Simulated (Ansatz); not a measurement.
Fe on the Al site in metastable zinc-blende AlN (start: the Al site; 64-site cell, 2×2×2 shifted sampling). Calculation: PBE, PAW (plane waves to 420 eV; Ansatz, a first-principles code). Total energies of the localised charge states, counted from that of charge +1, and their image corrections (point charge with alignment); the host's valence-band maximum lies at 6.722 eV on the cells' energy zero and its gap is 3.31 eV.

| charge | moment (μB) | E − E(first) (eV) | correction (eV) |
|---|---|---|---|
| +1 | 4.0 | 0.000 | 0.366 |
| 0 | 5.0 | 7.714 | 0.000 |
| −1 | 4.0 | 17.147 | 0.099 |

Derive the transition levels above the valence-band maximum and say which of them are thermodynamic.

A level is the Fermi energy at which two charges have equal formation energy: ε(q/q′) = [E(q′) + corr(q′) − E(q) − corr(q)] / (q − q′) − E_VBM.
ε(+1/0) = [(7.714 + 0.000) − (0.000 + 0.366)] / 1 − 6.722 = 0.63 eV
ε(0/−1) = [(17.147 + 0.099) − (7.714 + 0.000)] / 1 − 6.722 = 2.81 eV
Thermodynamic levels at least 0.1 eV inside the gap: (+1/0) at 0.63 eV; (0/−1) at 2.81 eV. They hold to tenths of an eV in this cell. Only the charges listed were compared.
